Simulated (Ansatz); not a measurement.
**Hypothetical cubic perovskite NaZnCl3, response to strain**

The parent structure is NaZnCl3 in the cubic perovskite structure (space group Pm-3m, No. 221; a = 4.9132 Å; a hypothetical phase, not in the database extracts checked). Axes: x, y, z lie along the cube axes.

Strains are applied to the cell and any free atomic positions relax; under biaxial strain the out-of-plane vector relaxes too.

Method: PBE, PAW, 420 eV (Ansatz, a program for electronic structure; without spin-orbit coupling).

Candidates:
(a) isotropic strain +2.08 %
(b) strain tensor (xx, yy, zz, yz, xz, xy) = (+0.10, −2.76, +1.37, −0.19, +0.66, +0.04) %
(c) biaxial strain −1.98 %, plane normal [001], relaxed out of plane

Notes on the quantities. energy relative to the base: free energy F.

Q: Order them by energy relative to the base, lowest first.

A: (b) strain tensor (xx, yy, zz, yz, xz, xy) = (+0.10, −2.76, +1.37, −0.19, +0.66, +0.04) % (+3.1 meV/atom), (c) biaxial strain −1.98 %, plane normal [001], relaxed out of plane (+3.8 meV/atom), (a) isotropic strain +2.08 % (+9.8 meV/atom)

No phonon test of stability was made. Many cubic perovskites are stable only at high temperature; tilts and polar distortions were not tested.
